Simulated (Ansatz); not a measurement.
Base system: BaCd$_{2}$P$_{2}$ (space group P-3m1, No. 164; a = 4.3682 Å, c = 7.4677 Å; a cell from a computed database, its experimental status unchecked).

Perturbation: an isotropic linear strain of +2.41 %, atoms relaxed at fixed cell.

Levels (all Ansatz, a program for electronic structure, PAW): PBEsol (420 eV, no spin-orbit coupling); r2SCAN (500 eV, spin-orbit coupling left out); HSE06 (420 eV, no spin-orbit coupling).

At the geometry relaxed with PBEsol, these levels gave the following band gaps, in shuffled order: (a) 0.59 eV, (b) 1.03 eV, (c) 1.37 eV.

### Question
Match each gap to its level.

### Answer
(a) PBEsol; (b) r2SCAN; (c) HSE06.

Single points use the geometry relaxed with PBEsol. Whether these cells are dynamically stable was not tested.
